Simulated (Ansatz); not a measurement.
**YTaN3 (model structure, Pm-3m, No. 221, 5 atoms in the cell)**

These are r²SCAN (Ansatz, a quantum-chemistry and plane-wave program, plane waves, PAW) values and carry that method's errors.

Numerical settings: plane-wave cutoff 560 eV, 14×14×14 k mesh, Fermi–Dirac smearing 0.05 eV, scalar-relativistic PAW data made under PBE.

Cell (relaxed at this level):

```xyz
5
Lattice="4.0302 0.0000 0.0000 0.0000 4.0302 0.0000 0.0000 0.0000 4.0302" Properties=species:S:1:pos:R:3 pbc="T T T"
Y      0.0000     0.0000     0.0000
Ta     2.0151     2.0151     2.0151
N      2.0151     2.0151     0.0000
N      2.0151     0.0000     2.0151
N      0.0000     2.0151     2.0151
```

| Quantity | Value |
|---|---|
| band gap | none |
| bulk modulus B0 | 223 GPa |

Note: the bulk modulus is −V dP/dV from two relaxed cells at ±2 % in volume; the relaxation could raise the start's symmetry but not lower it, so the cell can be a saddle point.

Spin–orbit coupling is not included; it can open a gap where bands touch, and shift volumes and moduli.

Computing time: roughly 120 core-seconds.

A model structure was made by putting elements into a prototype or built by hand; it is no filed structure, need not be a known phase, and can be a saddle point held by its symmetry.
